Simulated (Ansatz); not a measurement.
Input and output of a relaxation of the atoms for Na₂CdSn (P3m1, 8 atoms in the cell) (Ansatz, a first-principles code).

Level of theory: LDA (PW92), default PAW files made with PBE (plane waves; Ansatz).

The change in words: one atom moved by 0.15 angstrom; relax: default → atoms; relax.f_tol: default → 0.001 eV/Å. Reference geometry:
```
CELL_PARAMETERS angstrom
      4.97037     0.00000     0.00000
     -2.48519     4.30447     0.00000
      0.00000     0.00000    10.01235
ATOMIC_POSITIONS crystal
  Na 0.66667 0.33333 0.58275
  Na 0.33333 0.66667 0.41725
  Na 0.33333 0.66667 0.08275
  Na 0.66667 0.33333 0.91725
  Cd 0.00000 0.00000 0.75000
  Cd 0.00000 0.00000 0.25000
  Sn 0.33333 0.66667 0.75000
  Sn 0.66667 0.33333 0.25000
```

Reference input (self-consistent single point, DFT, LDA (PW92), plane waves, default PAW files made with PBE): basis.ecutwfc = 420 eV; kpoints.mp_grid.grid = 7 7 3; hamiltonian.xc = lda; hamiltonian.pseudopotentials = {kind: paw} (the program's default PAW files); scf.occupations.method = fermi_dirac; scf.occupations.width = 0.1 eV. This run's input differs from it in these lines:

```diff
@@ -6,3 +6,3 @@
   atoms:
-    - { symbol: Na, position: [0.66666700, 0.33333300, 0.58275000] }
+    - { symbol: Na, position: [0.66666700, 0.33333300, 0.59773100] }
     - { symbol: Na, position: [0.33333300, 0.66666700, 0.41725000] }
@@ -23,2 +23,4 @@
   occupations: { method: fermi_dirac, width: 0.1 eV }
+relax:
+  f_tol: 0.001
 output:
```

Log, with long lists cut:

```
   [... SCF lines of the steps left out ...]
relax step   1: F+E_penalty+E_count = -33863.03044894 eV  Δ(F+E_penalty+E_count) = +0.000e0 eV  max|allowed force component| = 2.479e-1 eV/Å  Δτ_max = 0.0000 Å  (7 SCF iters, dr2 threshold 1.00e-7 eV, accepted)
relax step   2: F+E_penalty+E_count = -33863.04430035 eV  Δ(F+E_penalty+E_count) = -1.385e-2 eV  max|allowed force component| = 1.260e-1 eV/Å  Δτ_max = 0.0632 Å  (5 SCF iters, dr2 threshold 3.84e-6 eV, accepted)
relax step   3: F+E_penalty+E_count = -33863.04917238 eV  Δ(F+E_penalty+E_count) = -4.872e-3 eV  max|allowed force component| = 3.498e-3 eV/Å  Δτ_max = 0.0655 Å  (6 SCF iters, dr2 threshold 9.92e-7 eV, accepted)
relax step   4: F+E_penalty+E_count = -33863.04917240 eV  Δ(F+E_penalty+E_count) = -1.662e-8 eV  max|allowed force component| = 3.490e-3 eV/Å  Δτ_max = 0.0000 Å  (3 SCF iters, accepted)
relax step   5: F+E_penalty+E_count = -33863.04918309 eV  Δ(F+E_penalty+E_count) = -1.069e-5 eV  max|allowed force component| = 2.785e-4 eV/Å  Δτ_max = 0.0027 Å  (5 SCF iters, accepted)
the relaxation is at rest under the 6 symmetry operations that the run kept from its start: a minimum is not shown …
Stability not checked: this state was not tested for a lower state beside it, because too few of the mixer's solves of this state at the end of the SCF gave a …
Free energy (F): -33863.049183 eV
Internal energy: -33863.010865 eV  (E = F + TS)
E sigma→0 (E₀):  -33863.030024 eV
Entropy (-TS):   -0.038318 eV (-4.790 meV/atom)
Fermi energy:    6.815230 eV
--- Forces (eV/Å), atoms counted from 1 ---
  atom   1  Na     0.00000000     0.00000000    -0.00009336
   [... lines left out ...]
    - { symbol: Cd, position: [4.891103995700405e-19, -1.042704616764182e-33, 0.7518940010141764] }
    - { symbol: Cd, position: [4.723621950263639e-19, 1.0583943289317055e-33, 0.2518291462974922] }
    - { symbol: Sn, position: [0.3333333333333333, 0.6666666666666666, 0.7518738436360715] }
    - { symbol: Sn, position: [0.6666666666666666, 0.3333333333333333, 0.2518754888528961] }
```

The run converged. 

Summary of the result:
- Free energy E − TS (on the zero of these files) = -33863.0492 eV
- Fermi level (on the code's own zero) = 6.82 eV
- Pressure = -1.53 GPa
- Relaxation steps = 5

The starting cell comes from a database of computed structures (which also holds hypothetical and non-ambient phases and stackings), without a prior relaxation at this level. Its lattice was rescaled by up to half a per cent. For this run, on top of that: one atom moved by 0.15 angstrom. The relaxation keeps the symmetry of its start, so its end need not be a minimum. Ansatz's pressure includes its estimate of the finite-basis (Pulay) stress.

Cost on one core of a shared machine: roughly 2 min.

Keys are those of Ansatz 0.2.
